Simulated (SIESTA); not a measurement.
Band structure of InF3 (R-3c, 8 atoms in the cell).

```yaml
crystal:
  lattice:
    - [2.60214, 1.50235, 4.90751]
    - [-2.60214, 1.50235, 4.90751]
    - [0.00000, -3.00469, 4.90751]
  atoms:
    - { symbol: In, position: [0.50000, 0.50000, 0.50000] }
    - { symbol: In, position: [0.00000, 0.00000, 0.00000] }
    - { symbol: F, position: [0.39571, 0.75000, 0.10429] }
    - { symbol: F, position: [0.60429, 0.25000, 0.89571] }
    - { symbol: F, position: [0.10429, 0.39571, 0.75000] }
    - { symbol: F, position: [0.89571, 0.60429, 0.25000] }
    - { symbol: F, position: [0.75000, 0.10429, 0.39571] }
    - { symbol: F, position: [0.25000, 0.89571, 0.60429] }
```

Computed with LDA PW92, numerical atomic orbitals DZP, PseudoDojo LDA standard norm-conserving potentials (rewritten from UPF to PSML) (SIESTA).

Settings: XC.functional = LDA; XC.authors = PW92; potentials = PseudoDojo LDA standard; PAO.BasisSize = DZP; PAO.EnergyShift = 0.005 Ry; MeshCutoff = 300 Ry; kgrid.MonkhorstPack = 5 5 5; OccupationFunction = FD; ElectronicTemperature = 50 meV; MaxSCFIterations = 150; SCF.Mixer.Method = Broyden; SCF.Mixer.Weight = 0.2; SCF.Mixer.History = 6; SCF.DM.Tolerance = 1.0E-04.

The starting cell comes from a database of computed structures (which also holds hypothetical and non-ambient phases and stackings), without a prior relaxation at this level. Values carry the incompleteness of an atom-centred basis.

Predict the gap along the standard path and the places of the band edges.

The gap along the path is 3.83 eV, from F to Γ; the smallest direct gap on it is 3.85 eV.

Levels in eV from the top of the valence band on the path, bands 31 to 35:
```tsv
point	31	32	33	34	35
Γ	-0.13	-0.13	-0.02	-0.02	3.83
L	-0.23	-0.23	-0.10	-0.10	6.42
B1	-0.17	-0.17	-0.08	-0.08	6.89
B	-0.17	-0.17	-0.08	-0.08	6.89
Z	-0.10	-0.10	-0.10	-0.10	6.26
X	-0.22	-0.17	-0.11	-0.03	6.65
Q	-0.22	-0.17	-0.11	-0.03	6.65
F	-0.22	-0.21	-0.20	0.00	6.33
P1	-0.24	-0.20	-0.15	-0.06	6.58
P	-0.24	-0.20	-0.15	-0.06	6.58
```

Higher empty bands are left out: an atom-centred basis made for the valence describes them poorly.
